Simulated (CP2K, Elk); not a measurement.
A CP2K input for a self-consistent single point of LaBi3 (Pm-3m, 4 atoms in the cell) (DFT PBEsol, GPW, DZVP-MOLOPT-SR-GTH basis, GTH-PBE potentials (GTH_POTENTIALS)):

```
&GLOBAL
  PROJECT bulk
  RUN_TYPE ENERGY_FORCE
  PRINT_LEVEL MEDIUM
&END GLOBAL
&FORCE_EVAL
  METHOD Quickstep
  STRESS_TENSOR ANALYTICAL
  &DFT
    BASIS_SET_FILE_NAME BASIS_MOLOPT
    BASIS_SET_FILE_NAME BASIS_MOLOPT_UCL
    POTENTIAL_FILE_NAME GTH_POTENTIALS
    &QS
      METHOD GPW
      EPS_DEFAULT 1E-10
    &END QS
    &MGRID
      CUTOFF 500
      REL_CUTOFF 40
      NGRIDS 5
    &END MGRID
    &SCF
      SCF_GUESS ATOMIC
      EPS_SCF 1E-7
      MAX_SCF 100
      ADDED_MOS 5
      &DIAGONALIZATION
        ALGORITHM STANDARD
      &END DIAGONALIZATION
      &MIXING
        METHOD BROYDEN_MIXING
        ALPHA 0.2
        NBUFFER 10
      &END MIXING
      &SMEAR ON
        METHOD FERMI_DIRAC
        ELECTRONIC_TEMPERATURE [K] 580.23
      &END SMEAR
    &END SCF
    &KPOINTS
      SCHEME MONKHORST-PACK 5 5 5
    &END KPOINTS
    &XC
      &XC_FUNCTIONAL
        &PBE
          PARAMETRIZATION PBESOL
        &END PBE
      &END XC_FUNCTIONAL
    &END XC
    &PRINT
      &MO
        EIGENVALUES T
        OCCUPATION_NUMBERS T
        NDIGITS 8
        FILENAME mo
        &EACH
          QS_SCF 0
        &END EACH
        ADD_LAST NUMERIC
      &END MO
      &MULLIKEN ON
      &END MULLIKEN
    &END PRINT
  &END DFT
  &SUBSYS
    &CELL
      ABC 4.98620000 4.98620000 4.98620000
      ALPHA_BETA_GAMMA 90.00000000 90.00000000 90.00000000
      PERIODIC XYZ
    &END CELL
    &COORD
      SCALED
      La       0.00000000     0.00000000     0.00000000
      Bi       0.50000000     0.00000000     0.50000000
      Bi       0.00000000     0.50000000     0.50000000
      Bi       0.50000000     0.50000000     0.00000000
    &END COORD
    &KIND La
      BASIS_SET DZVP-MOLOPT-SR-GTH-q11
      POTENTIAL GTH-PBE-q11
    &END KIND
    &KIND Bi
      BASIS_SET DZVP-MOLOPT-SR-GTH-q5
      POTENTIAL GTH-PBE-q5
    &END KIND
  &END SUBSYS
  &PRINT
    &FORCES ON
    &END FORCES
    &STRESS_TENSOR ON
    &END STRESS_TENSOR
  &END PRINT
&END FORCE_EVAL
```

Write the same calculation as an input for Elk.

This is the input that was run; spellings and numerical settings could be chosen otherwise.

```
tasks
  0

xctype
  22

tforce
  .true.

rgkmax
  7.5

gmaxvr
  18.0

lmaxapw
  10

lmaxo
  8

nxlo
  2

lorbcnd
  .true.

lradstp
  2

nrmtscf
  2.0

lmaxi
  4

stype
  3

swidth
  0.00183747

scale
  9.422552403

avec
    1.0000000000    0.0000000000    0.0000000000
    0.0000000000    1.0000000000    0.0000000000
    0.0000000000    0.0000000000    1.0000000000

atoms
  2   : nspecies
  'La.in'   : spfname
  1   : natoms; atposl, bfcmt below
  0.0000000000  0.0000000000  0.0000000000    0.0 0.0 0.0
  'Bi.in'   : spfname
  3   : natoms; atposl, bfcmt below
  0.5000000000  0.0000000000  0.5000000000    0.0 0.0 0.0
  0.0000000000  0.5000000000  0.5000000000    0.0 0.0 0.0
  0.5000000000  0.5000000000  0.0000000000    0.0 0.0 0.0

ngridk
  5 5 5
```

Basis settings and potentials, where a program has them, do not carry over. This input uses DFT, PBEsol, all-electron FP-LAPW, Elk's shipped species files, APW+lo basis with extra local orbitals.

The starting cell comes from a database of computed structures (which also holds hypothetical and non-ambient phases and stackings), without a prior relaxation at this level. Its lattice was rescaled by a random factor within 2.5 % of one.
